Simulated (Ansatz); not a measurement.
The reference is SnTe in the rock salt structure (space group Fm-3m, No. 225).

```
SnTe
1.0
    0.00000     3.14436     3.14436
    3.14436     0.00000     3.14436
    3.14436     3.14436     0.00000
Te Sn
1 1
Direct
  0.00000   0.00000   0.00000
  0.50000   0.50000   0.50000
```

Computed with Ansatz (a first-principles code) PBEsol, no SOC.

Base values:

The lattice parameter a comes out as 6.289 Å.

Now apply this change: a hydrostatic pressure of 3 GPa.

### Question
What happens to the lattice parameter a?

### Answer
The lattice parameter a decreases by 0.1164 Å, from 6.289 Å to 6.172 Å.

Load acts through the strain it causes; cell and atoms are relaxed under it. Whether these cells are dynamically stable was not tested.
